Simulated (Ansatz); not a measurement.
Zn interstitial in wurtzite AlN (start: void with 3N nearest; 96-site cell, 2×2×2 shifted sampling). Calculation: PBE, PAW (plane waves to 420 eV; Ansatz, a program for electronic structure). Total energies of the localised charge states, counted from that of charge +2, and their image corrections (point charge with alignment); the host's valence-band maximum lies at 6.942 eV on the cells' energy zero and its gap is 4.03 eV.

```
charge         moment (μB)  E − E(first) (eV)  correction (eV)
------  ------------------  -----------------  ---------------
+2      not spin-polarised              0.000            1.271
+1                     1.0             10.864            0.427
0       not spin-polarised             20.728            0.000
```

Problem. Derive the transition levels above the valence-band maximum and say which of them are thermodynamic.

Solution. A level is the Fermi energy at which two charges have equal formation energy: ε(q/q′) = [E(q′) + corr(q′) − E(q) − corr(q)] / (q − q′) − E_VBM.
ε(+2/+1) = [(10.864 + 0.427) − (0.000 + 1.271)] / 1 − 6.942 = 3.08 eV
ε(+1/0) = [(20.728 + 0.000) − (10.864 + 0.427)] / 1 − 6.942 = 2.49 eV
Charge +1 lies above the lower envelope where its neighbours cross, so the level that counts is ε(+2/0) = [(20.728 + 0.000) − (0.000 + 1.271)] / 2 − 6.942 = 2.79 eV.
Thermodynamic levels at least 0.1 eV inside the gap: (+2/0) at 2.79 eV. Corrections reach 1.27 eV, so the outer levels may be off by several tenths of an eV. Charges with a result: +2, +1, 0. Others weren't obtained, and one of them could lie lower, also by skipping a charge. The geometries come from one start. Flagged in the runs: a host whose relaxation on this sampling wasn't shown to rest, a strain field that reaches the edge of the cell.
